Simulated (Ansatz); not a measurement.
# HfN: pressure series

The parent structure is HfN in the rock salt structure (space group Fm-3m, No. 225; a = 4.548 Å).

Cell and atoms are relaxed at each pressure.

Level of theory: Kohn–Sham DFT with the PBE functional, run in Ansatz (a quantum-chemistry and plane-wave program) with PAW and 420 eV plane waves, scalar-relativistic without spin-orbit coupling.

```
P (GPa)  V (Å³/atom)
-------  -----------
-1.99         11.849
-0.99         11.803
0.30          11.745
0.69          11.727
1.49          11.693
3.00          11.628
5.00          11.545
7.50          11.446
10.00         11.351
```

A third-order Birch–Murnaghan fit to these points gives V₀ = 11.76 Å³/atom, B₀ = 263 GPa and B₀′ = 4.3. At pressure 10 GPa the volume is 96.5 % of V₀.

Load acts through the strain it causes; cell and atoms are relaxed under it. Whether these cells are dynamically stable was not tested. No other phases were tried under pressure. The final runs are not spin-polarised. An odd electron count without spin: HfN.
